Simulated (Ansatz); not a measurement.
CrOBr (Pmmn, No. 59, 6 atoms in the cell; start mp-27842) was calculated with PBEsol in Ansatz (plane waves, PAW).

Run with plane-wave cutoff 500 eV, 12×10×6 k mesh (along the axes of the cell as run), Fermi–Dirac smearing 0.05 eV, spin-polarised start, scalar-relativistic PAW data made under PBE.

Cell (relaxed at this level):

```cif
data_Br2Cr2O2
_chemical_formula_sum 'Cr2 Br2 O2'
_space_group_name_H-M_alt 'P 1'
_space_group_IT_number 1
_cell_length_a 3.25426
_cell_length_b 3.83133
_cell_length_c 8.45245
_cell_angle_alpha 90.000
_cell_angle_beta 90.000
_cell_angle_gamma 90.000
loop_
_space_group_symop_operation_xyz
  'x, y, z'
loop_
_atom_site_label
_atom_site_type_symbol
_atom_site_fract_x
_atom_site_fract_y
_atom_site_fract_z
_atom_site_occupancy
Cr1 Cr 0.00000 0.00000 0.59773 1
Cr2 Cr 0.50000 0.50000 0.40227 1
Br1 Br 0.00000 0.50000 0.18546 1
Br2 Br 0.50000 0.00000 0.81454 1
O1 O 0.50000 0.00000 0.45341 1
O2 O 0.00000 0.50000 0.54659 1
```

Question: Give the computed band gap.

Answer: 
- band gap: 0.38 eV (on the SCF k mesh)

Note: the magnetic order was assumed, not searched for or taken from measurement; the relaxation could not lower the start's symmetry, so the cell can be a saddle point above a distorted one; the cell has widely spaced layers and the level no dispersion term, so their spacing and the moduli can rest on weak binding.

Spin–orbit coupling is not included.

Static lattice: no zero-point or thermal effects.

A start named mp-… is a Materials Project structure, which need not be a measured phase.

Ansatz is an electronic-structure program.
